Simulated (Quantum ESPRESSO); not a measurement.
Checking a run of Quantum ESPRESSO on Y5Si2B8 (P1, 30 atoms in the cell). The aim is a self-consistent single point with DFT, PBEsol, plane waves, GBRV 1.5 ultrasoft (PBESOL) pseudopotentials.

The input file:

```fortran
&control
    calculation = 'scf',
    prefix = 'Y5(SiB4)2',
    outdir = './tmp',
    pseudo_dir = './',
    tprnfor = .true.,
    tstress = .true.,
/
&system
    ibrav = 0,
    nat = 30,
    ntyp = 3,
    ecutwfc = 40,
    ecutrho = 320,
    occupations = 'smearing',
    smearing = 'cold',
    degauss = 0.019992,
/
&electrons
    conv_thr = 1e-10,
    mixing_beta = 0.5,
/
ATOMIC_SPECIES
Y     88.9058  y_pbesol_v1.4.uspp.F.UPF
Si    28.0850  si_pbesol_v1.uspp.F.UPF
B     10.8100  b_pbesol_v1.4.uspp.F.UPF
CELL_PARAMETERS angstrom
   7.2368100000     0.0000000000     0.0000000000
   0.0000000000     7.2368100000     0.0000000000
   0.0000000000     0.0000000000     8.1197100000
ATOMIC_POSITIONS crystal
Y     0.6820890000    0.1837920000    0.2238200000
Y     0.3175950000    0.8207150000    0.7745260000
Y     0.8178900000    0.6808150000    0.2218810000
Y     0.1801270000    0.3175860000    0.7747160000
Y     0.3195480000    0.8165580000    0.2259850000
Y     0.6813170000    0.1832380000    0.7794670000
Y     0.1798570000    0.3142860000    0.2222410000
Y     0.8194040000    0.6839220000    0.7727890000
Y     0.0009940000    0.0030270000    0.4963200000
Y     0.5021210000    0.4962040000    0.4998580000
Si    0.1143780000    0.6174750000    0.5023510000
Si    0.8911680000    0.3848160000    0.4987740000
Si    0.3848460000    0.1099780000    0.4973810000
Si    0.6105070000    0.8881910000    0.5000190000
B     0.1713490000    0.0357910000    0.0040300000
B     0.8256880000    0.9615440000    0.0041920000
B     0.9630260000    0.1732360000    0.0007140000
B     0.0325880000    0.8270590000   -0.0008500000
B     0.6725790000    0.4576670000    0.0008870000
B     0.3317760000    0.5383190000    0.0016660000
B     0.4642690000    0.3290980000    0.0012020000
B     0.5447820000    0.6672030000    0.0025610000
B     0.0916150000    0.5912740000   -0.0025350000
B     0.9079350000    0.4114840000    0.0009340000
B     0.4052640000    0.0891840000    0.0019640000
B     0.5874430000    0.9117460000   -0.0030390000
B     0.0001730000    0.0005590000    0.1587630000
B     0.0009980000    0.0002810000    0.8385270000
B     0.4987200000    0.5030760000    0.8428440000
B     0.4999540000    0.5018750000    0.1580090000
K_POINTS automatic
1 1 1  0 0 0
```

Log, with long lists cut:

```
     G-vector sticks info
     --------------------
     sticks:   dense  smooth     PW     G-vecs:    dense   smooth      PW
     Sum        4749    2385    593               277427    98061   12327

     bravais-lattice index     =            0
     lattice parameter (alat)  =      13.6756  a.u.
   [... lines left out ...]
         4        Y      tau(   4) = (   0.1801270   0.3175860   0.8692323  )
         5        Y      tau(   5) = (   0.3195480   0.8165580   0.2535555  )
         6        Y      tau(   6) = (   0.6813170   0.1832380   0.8745630  )
   [... 19 lines left out ...]
        26        B      tau(  26) = (   0.5874430   0.9117460  -0.0034098  )
        27        B      tau(  27) = (   0.0001730   0.0005590   0.1781323  )
        28        B      tau(  28) = (   0.0009980   0.0002810   0.9408284  )
        29        B      tau(  29) = (   0.4987200   0.5030760   0.9456720  )
        30        B      tau(  30) = (   0.4999540   0.5018750   0.1772863  )

     number of k points=     1  Marzari-Vanderbilt smearing, width (Ry)=  0.0200
                       cart. coord. in units 2pi/alat
        k(    1) = (   0.0000000   0.0000000   0.0000000), wk =   2.0000000

     Dense  grid:   277427 G-vectors     FFT dimensions: (  80,  80,  90)

     Smooth grid:    98061 G-vectors     FFT dimensions: (  60,  60,  64)

     Initial potential from superposition of free atoms

     starting charge     173.9516, renormalised to     174.0000
     Self-consistent Calculation

     iteration #  1     ecut=    40.00 Ry     beta= 0.50

     total energy              =   -1066.20242056 Ry
     estimated scf accuracy    <       4.28174600 Ry

     iteration #  2     ecut=    40.00 Ry     beta= 0.50

     total energy              =   -1065.18931149 Ry
     estimated scf accuracy    <      16.56536265 Ry

     iteration #  3     ecut=    40.00 Ry     beta= 0.50

     total energy              =   -1067.97543437 Ry
     estimated scf accuracy    <       0.74856131 Ry

   [... 15 blocks of this kind left out ...]

     iteration # 19     ecut=    40.00 Ry     beta= 0.50

     total energy              =   -1068.12292172 Ry
     estimated scf accuracy    <          7.5E-10 Ry

     iteration # 20     ecut=    40.00 Ry     beta= 0.50
     End of self-consistent calculation

     the Fermi energy is    11.3614 ev

!    total energy              =   -1068.12292172 Ry
     estimated scf accuracy    <          9.5E-11 Ry
     smearing contrib. (-TS)   =      -0.01535173 Ry
     internal energy E=F+TS    =   -1068.10756999 Ry

     convergence has been achieved in  20 iterations

     Forces acting on atoms (cartesian axes, Ry/au):

     atom    1 type  1   force =     0.00198638   -0.00049681   -0.00049881
     atom    2 type  1   force =     0.00114914   -0.01611352    0.00852509
     atom    3 type  1   force =    -0.00113970    0.00237636    0.01082190
     atom    4 type  1   force =     0.00905259    0.00111669    0.00806480
   [... lines left out ...]

     Total force =     0.136182     Total SCF correction =     0.000027

          total   stress  (Ry/bohr**3)                   (kbar)     P=      -23.21
  -0.00035695  -0.00001743  -0.00000062          -52.51       -2.56       -0.09
  -0.00001743  -0.00034374   0.00000433           -2.56      -50.57        0.64
  -0.00000062   0.00000433   0.00022745           -0.09        0.64       33.46

   JOB DONE.
```

Question: Is anything amiss in this input, and did it matter?

Answer: The run is not sound. The fault is a single k-point for a small metallic cell. One k-point cannot sample the Fermi surface of a small cell. To fix it, use a converged k-point mesh. The run converged in 20 iterations without an error; against the sound input the free energy falls by 6.3 meV/atom, the pressure goes from -3.02 to -2.32 GPa and the largest force goes from 1.210 to 1.417 eV/Å.

An input that runs soundly differs in these lines (not the only fix; some lines may just follow from the change or write a value another way):
```diff
-1 1 1  0 0 0
+3 3 3  0 0 0
```

With that input, the run converged in 19 iterations: free energy E − TS -14532.3636 eV; Fermi level (on the code's own zero) 11.32 eV; pressure -3.02 GPa; largest force (vector length) 1.210 eV/Å (DFT, PBEsol, plane waves, GBRV 1.5 ultrasoft (PBESOL) pseudopotentials).

On the sound input: the starting cell comes from a database of computed structures (which also holds hypothetical and non-ambient phases and stackings), without a prior relaxation at this level. Its atoms were displaced at random from the sites of space group no. 127. With a pressure of about -3 GPa the cell is away from its equilibrium volume at this level. Forces in this geometry exceed 1 eV/Å.
